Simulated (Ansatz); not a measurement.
A (9,9) silicon nanotube, relaxed period 3.860 Å, atoms relaxed at each strain.

```tsv
strain	energy (meV a period)	axial force (nN)
-0.015	+106.2	-5.77
+0.015	+89.8	+5.13
```

Level of theory: PBE (plane waves to 420 eV, PAW; Ansatz, a first-principles code). Mesh 1×1×18. No spin polarisation. One-dimensional cell, images about 11 Å apart. A hypothetical model, rolled from the flat sheet. It keeps the symmetry and period of its start, so it need not be a minimum against all distortions. Buckling under compression is shut out by symmetry and the short period. Energies are free energies at a Fermi–Dirac width of 0.05 eV, from the unstrained cell.

Mean diameter 19.22 Å.

Task: Work out the axial stiffness dF/dε in two ways, and what it means for a modulus.

Result: From the forces: (+5.13 − (-5.77))/0.030 = 363 nN. From the energies: (E₊ + E₋)/(ε² c) = 0.1960 eV/(0.015² × 3.860 Å) = 225.7 eV/Å = 362 nN. The two agree to within 1 %. Spread over the circumference π × 19.22 Å, the force value is a sheet stiffness of 60 N/m.
